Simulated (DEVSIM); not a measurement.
System: Schottky contact on n-type Si, at 300 K.

Layer 1 from the left is Si, thickness (μm) 1.50, Nd (cm⁻³) 7.3e16, τn (s) 4.9e-7, τp (s) 4.9e-7.

Left contact: Schottky, work function 4.93 eV, emission velocity 9.7e6 cm/s. Right contact: ohmic. Voltage is applied to the left contact. Recombination: SRH at mid-gap, Auger. Mobility is μmin + (μ − μmin)/(1 + (N/Nref)^α).

The device is made up for the run: typed textbook-type constants, with dimensions and the other settings drawn at random. Values at 300 K.

Si: gap (eV) 1.124, affinity (eV) 4.05, permittivity 11.7, Nc (cm⁻³) 2.86e19, Nv (cm⁻³) 3.1e19, μn (cm²/Vs) 1417, μp (cm²/Vs) 470, μn,min 52, μp,min 45, Nref,n 9.7e16, Nref,p 2.2e17, αn 0.68, αp 0.72, Cn (cm⁶/s) 2.8e-31, Cp (cm⁶/s) 9.9e-32.

Simulated with DEVSIM: 1D drift-diffusion, Boltzmann statistics, complete ionisation; no tunnelling, impact ionisation, image-force lowering or self-heating. Metal contacts follow the ideal Schottky-Mott rule: no Fermi-level pinning, no interface dipoles.

Dark forward current:

```tsv
|V| (V)	|J| (A/cm²)
0.05	3.960e-7
0.10	3.111e-6
0.15	2.177e-5
0.20	0.0001501
0.25	0.001032
0.30	0.007088
0.35	0.04860
0.40	0.3325
0.45	2.264
0.50	15.23
0.55	97.25
0.60	502.7
0.65	1645
0.70	3502
```

Problem. Work out the local ideality factor n = ΔV / (kT/q · ln(J2/J1)) between the rows 0.15 and 0.20 V, 0.65 and 0.70 V.

Solution. kT/q = 25.85 mV. From 0.15 to 0.20 V: ln(0.0001501/2.177e-5) = 1.931, n = 1.00, near the 1 of diffusion or emission over a barrier. From 0.65 to 0.70 V: ln(3502/1645) = 0.756, n = 2.56; the layers' resistance at their doping, Σ W/(qμN) = 1.6e-5 Ω cm², would take 30 mV of this step of 50 mV.

Problem. Estimate the current at 0.35 V for emission alone, J0 = q v N_band exp(−φB/kT), and read the barrier back from the simulated current.

Solution. φB = 0.880 eV, N_band = 2.86e19 cm⁻³, J0 = 7.30e-8 A/cm²; J = J0 (exp(qV/kT) − 1) = 0.0554 A/cm². The simulation gives 0.0486 A/cm²; the estimate lies 14 % above. Read backwards, the simulated current gives an apparent barrier of 0.883 eV. The estimate leaves out transport through the depletion region and minority injection.
